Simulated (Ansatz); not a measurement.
Results of PBE-D4 (Ansatz, an electronic-structure program, plane waves, PAW) for AlB2-type ZrB2.

Run with plane-wave cutoff 520 eV, 24×24×16 k mesh (along the axes of the cell as run), Fermi–Dirac smearing 0.05 eV, scalar-relativistic PAW data made under PBE.

Shape and atoms are relaxed at each volume.

Pressure at four volumes; x = ln(V/10.034 Å³). One pressure is withheld.

| V (Å³/atom) | x | P (GPa) |
|---|---|---|
| 9.633 | -0.0408 | 10.97 |
| 10.034 | 0.0000 | 0.00 |
| 10.235 | 0.0198 | -4.73 |
| 10.435 | 0.0392 | ? |

### Question
Pass a parabola P(x) through the three rows shown, estimate the bulk modulus and its pressure derivative near zero pressure, and predict the withheld pressure.

### Answer
Slopes between the rows: (0.00 − (10.97))/(0.0000 − (-0.0408)) = -268.87 and (-4.73 − (0.00))/(0.0198 − (0.0000)) = -238.89 GPa. Their difference over the span 0.0606 is c = 29.98/0.0606 = 494.7 GPa, so P(x) = 10.97 + (-268.87)(x − (-0.0408)) + 494.7 (x − (-0.0408))(x − (0.0000)). At the middle row B = −dP/dx = −[-268.87 + 494.7 × 0.0408] = 248.7 GPa, and B′ = dB/dP = 2c/B = 4.0. At x = 0.0392 the parabola gives -8.99 GPa; the run gives -9.01 GPa. The Birch–Murnaghan fit to the energies at all volumes has B0 = 248 GPa and B′ = 3.9.

Note: the bulk modulus comes from volumes at which shape and atoms were relaxed.
